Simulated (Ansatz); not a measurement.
# Response to strain in Pt

Consider Pt in the fcc (Cu type) structure (space group Fm-3m, No. 225; a = 3.940 Å).

Strains are applied to the cell and any free atomic positions relax.

All numbers come from plane-wave PAW DFT at the r2SCAN level (Ansatz, a first-principles code, 500 eV), no spin-orbit coupling.

Notes on the quantities. energy relative to the base: free energy F.

```json
[
 {"isotropic strain (%)": "-3.8", "energy relative to the base (meV/atom)": "199.8"},
 {"isotropic strain (%)": "-2.79", "energy relative to the base (meV/atom)": "102.9"},
 {"isotropic strain (%)": "0", "energy relative to the base (meV/atom)": "0.0"},
 {"isotropic strain (%)": "1.26", "energy relative to the base (meV/atom)": "?"},
 {"isotropic strain (%)": "4.6", "energy relative to the base (meV/atom)": "201.3"}
]
```

Task: Fit ΔE = Aε² + Bε³ (ε in %) to the rows shown and predict the withheld row.

Result: Least squares on the printed values gives A = 11.9 and B = -0.51 meV/atom (largest residual 0.6 meV/atom); this predicts 17.8 meV/atom, and the run gives 17.5 meV/atom, 0.3 lower.

No phonon test of stability was made. All final runs are without spin polarisation. Pt lies near a magnetic instability that expansion can trigger; it was not tested.
